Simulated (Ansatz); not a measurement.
# Element substitutions in Si

Consider Si in the diamond structure (space group Fd-3m, No. 227).

```yaml
crystal:
  lattice:
    - [0.00000, 2.72203, 2.72203]
    - [2.72203, 0.00000, 2.72203]
    - [2.72203, 2.72203, 0.00000]
  atoms:
    - { symbol: Si, position: [0.50000, 0.50000, 0.50000] }
    - { symbol: Si, position: [0.75000, 0.75000, 0.75000] }
```

Each row replaces one element on all its sites; cell and atoms are relaxed.

The values are results of Kohn–Sham DFT with the r2SCAN functional, run in Ansatz (an electronic-structure program) with PAW and 500 eV plane waves, scalar-relativistic without spin-orbit coupling, earlier PAW set, not measurements.

For the base:

The volume per atom is 20.17 Å³.

Q: The aim is a volume per atom between 26.14 Å³ and 28.22 Å³. Which of these changes reaches it?
A. Si → P
B. Si → Al
C. Si → Ir

A: B, Si → Al. It gives 27.36 Å³; Si → Ir gives 21.09 Å³; Si → P gives 20.03 Å³. Changes not listed may reach it too

No phonon test of stability was made. As relaxed here, Al, Ir and P are hypothetical phases, not in the database extracts checked. All final runs are without spin polarisation.
